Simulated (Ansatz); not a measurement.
System: SnO (model structure, started from the 6H type, P6₃mc, No. 186, 12 atoms in the cell). Method: PBEsol in Ansatz (PAW).

Settings: plane-wave cutoff 520 eV, 18×18×4 k mesh (along the axes of the cell as run), Fermi–Dirac smearing 0.05 eV, scalar-relativistic PAW data made under PBE.

Cell (relaxed at this level):

```xyz
12
Lattice="3.2882 0.0000 0.0000 -1.6441 2.8476 0.0000 0.0000 0.0000 25.1872" Properties=species:S:1:pos:R:3 pbc="T T T"
Sn     0.0000     0.0000    -0.0082
Sn     0.0000     0.0000    12.5854
Sn     1.6441     0.9492    20.9582
Sn     0.0000     1.8984     8.3646
Sn     1.6441     0.9492     4.1832
Sn     0.0000     1.8984    16.7768
O      0.0000     0.0000    22.0318
O      0.0000     0.0000     9.4382
O      1.6441     0.9492    17.8526
O      0.0000     1.8984     5.2590
O      1.6441     0.9492     1.0660
O      0.0000     1.8984    13.6596
```

### Question
What does this level give for the band gap and direct gap at Γ?

### Answer

- band gap = 1.19 eV (on the SCF k mesh)
- direct gap at Γ = 2.14 eV

Note: the relaxation could raise the start's symmetry but not lower it, so the cell can be a saddle point; the cell has widely spaced layers and the level no dispersion term, so their spacing and the moduli can rest on weak binding.

Spin–orbit coupling is not included.

The computed numbers hold no vibrational or temperature effects.

Cost on a shared machine: around 100 core-minutes (rough).

A model structure was made by putting elements into a prototype or built by hand; it is no filed structure, need not be a known phase, and can be a saddle point held by its symmetry.

Ansatz is a program for electronic structure.
